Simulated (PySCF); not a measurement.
PySCF 2.14.0, unrestricted HF/def2-svp, df: Cu(OMe)(fmdH)(OH2)2 (C[O][Cu]1(<-[OH2])(<-[OH2])[NH]C=[NH]->1), charge 0, multiplicity 2, 18 atoms. The geometry is a generated start, not checked to be a minimum at this level.

```
Quantity                       Value
-------------------  ---------------
task                          energy
method                            hf
basis                       def2-svp
two-electron scheme  density fitting
mol.max_memory               3000 MB
mf.max_cycle                     100
mf.init_guess        minao (default)
mf.DIIS              CDIIS (default)
mf.conv_tol          1e-09 (default)
basis functions                  179
```

```xyz
18

Cu    -0.3524    -0.2040     0.3673
O     -0.4151     0.1803    -1.5290
C      0.7026    -0.0047    -2.3162
H      1.0625    -1.0450    -2.2902
H      0.4389     0.2365    -3.3565
H      1.5302     0.6531    -2.0159
C      1.1104    -0.1988     2.2197
N      1.4674     0.2802     1.0633
N     -0.0511    -0.7993     2.1856
H      1.7245    -0.1314     3.1211
H      2.3373     0.7817     0.9793
H     -0.4695    -1.1115     3.0472
O     -2.0417    -1.3777    -0.3030
H     -1.7606    -2.2966    -0.3145
H     -1.7652    -0.9730    -1.1511
O     -1.3425     1.8859     0.4237
H     -1.6436     1.7239    -0.4798
H     -0.5323     2.4004     0.3490
```

Charge 0 and multiplicity 2 are set for this test and not shown to be the ground state.

One run each on 2 threads, 1 BLAS thread. Values of diis_space tried: 3, 5, 8 (default), 12, 20.

How does the count of Fock builds change with diis_space, and where is it least?

Fewest Fock builds, within one of each other: 12 with 30, 20 with 29. The count rises to 46 at 3. All converge to one solution.

| diis_space | Fock builds | end |
|---|---|---|
| 3 | 46 | same solution |
| 5 | 36 | same solution |
| 8 (default) | 32 | same solution |
| 12 | 30 | same solution |
| 20 | 29 | same solution |
